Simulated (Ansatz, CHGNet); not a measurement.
## AlB2-type ZrB₂, c axis length

Reference value: 3.532 Å (measured, room temperature, not corrected to a static lattice; as tabulated in Zhang et al. (2020), arXiv:1911.03307).

```json
[
 {"level (code)": "CHGNet-r²SCAN (CHGNet)", "value (Å)": "3.553"},
 {"level (code)": "LDA (Ansatz)", "value (Å)": "[?]"},
 {"level (code)": "PBE (Ansatz)", "value (Å)": "3.542"},
 {"level (code)": "PBEsol (Ansatz)", "value (Å)": "[?]"},
 {"level (code)": "rVV10 (Ansatz)", "value (Å)": "3.568"},
 {"level (code)": "r²SCAN (Ansatz)", "value (Å)": "3.551"},
 {"level (code)": "PBE0 (Ansatz)", "value (Å)": "3.525"}
]
```

### Question
Complete the blanks.

### Answer

- LDA (Ansatz, a program for electronic structure), value (Å): 3.488
- PBEsol (Ansatz), value (Å): 3.506

Differences against the reference: CHGNet-r²SCAN +0.59 %, LDA -1.25 %, PBE +0.28 %, PBEsol -0.74 %, rVV10 +1.02 %, r²SCAN +0.54 %, PBE0 -0.20 %.

The reference is not for a static lattice or low temperature, so close values are not ranked against it.

The reference has no zero-point or thermal correction, while the calculations are for a static lattice, so the differences are not the levels' errors alone. A static lattice is as a rule a little smaller than the measured one.  Cutoffs and k meshes differ between the levels. Ansatz's density-functional and Hartree–Fock values are scalar-relativistic unless marked +SOC, with PAW data made under PBE.

Machine-learned potentials (CHGNet-r²SCAN) are trained on DFT data, which may include these solids.

Differences are worked out from the printed values.
